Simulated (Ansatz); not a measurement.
The starting structures come from a database of crystals and need not be the phases stable at ambient conditions.

By PBEsol, the system below comes out a metal.

The ballistic (Sharvin) conductance counts the channels at the Fermi level: G/A = (e²/h) × channels of both spins per area.

Consider the following.

```
NiSb
1.0
    3.92967     0.00000     0.00000
    0.00000     5.11619     0.00000
    1.96484     0.00000     3.40319
Ni Sb
2 2
Direct
  0.00000   0.00000   0.00000
  0.00000   0.50000   0.00000
  0.33333   0.75000   0.33333
  0.66667   0.25000   0.66667
```

Space group of this cell: P6_3/mmc, NiAs type. The cell is taken as given; by PBEsol its mean pressure is -2.0 GPa.

The current flows along the normal of the first two printed cell vectors, the (100) plane of the conventional cell. No spin-orbit coupling; the value is a mean over 0.1 eV about the Fermi level.

Q: State the ballistic conductance per area according to PBEsol (Ansatz, a program for electronic structure).

A: 0.80 × 10¹⁵ S/m² for both spins.
